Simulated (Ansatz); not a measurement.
## Ga_Mg in rock-salt MgO

These are PBE, PAW (plane waves to 420 eV; Ansatz, a quantum-chemistry and plane-wave program) values and carry that method's errors. Cell: 64 sites, 2×2×2; final energies on a 2×2×2 shifted mesh. Site at the start: the Mg site. Energies of charged states are corrected for periodic images (point charge plus alignment at distant sites). Dielectric constants: PBE linear response of the host. Host gap at this level: 4.46 eV. A cell of this size leaves errors of a few tenths of an eV. The semilocal functional narrows the gap, so deep levels can fall outside it. Spin–orbit coupling is left out. Each state is the lowest found from its start.

Formation energies E_f are given with the Fermi level at the valence-band maximum. Chemical conditions: O-rich (Δμ(Mg) = -5.37 eV, Δμ(Ga) = -4.56 eV, bounded by beta Ga2O3; only phases computed here count, gases as isolated molecules at 0 K). Reference phases: Ga: alpha gallium, Mg: hcp Mg.

| charge | moment (μB) | point group | largest move off a lattice site (Å) | image correction with alignment (eV) | E_f, O-rich (eV) |
|---|---|---|---|---|---|
| +1 | not spin-polarised | Oh | 0.07 | 0.29 | -0.50 |
| 0† | 1.0 | – | 0.07 | 0.00 | 3.74 |
| −1† | not spin-polarised | – | 0.18 | 0.03 | – |

† Not settled in this cell, so no level is given: charge 0: carriers not clearly localised; charge −1: carriers not clearly localised.

Point groups are those of the whole cell at tolerances of 0.03 and 0.1 Å ("near" where only the looser one holds); none is given for unsettled states.

All states together cost about 19 core-minutes (a rough figure).
